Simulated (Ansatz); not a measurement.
We consider CsCl-type FeAl, described by PBE (Ansatz, a first-principles code, PAW).

Numerical settings: plane-wave cutoff 520 eV, 22×22×22 k mesh, Fermi–Dirac smearing 0.032 eV (set by the program), no spin polarisation, scalar-relativistic PAW data made under PBE.

Computed at the level's own relaxed cell.

Q: Predict the Voigt–Reuss–Hill bulk modulus, elastic constant C11, elastic constant C12, Poisson ratio and elastic constant C44.

A: 
- Voigt–Reuss–Hill bulk modulus = 180 GPa
- elastic constant C11 = 267 GPa
- elastic constant C12 = 137 GPa
- Poisson ratio = 0.254
- elastic constant C44 = 147 GPa

Elastic constants are with the ions relaxed.

Static lattice: no zero-point or thermal effects.
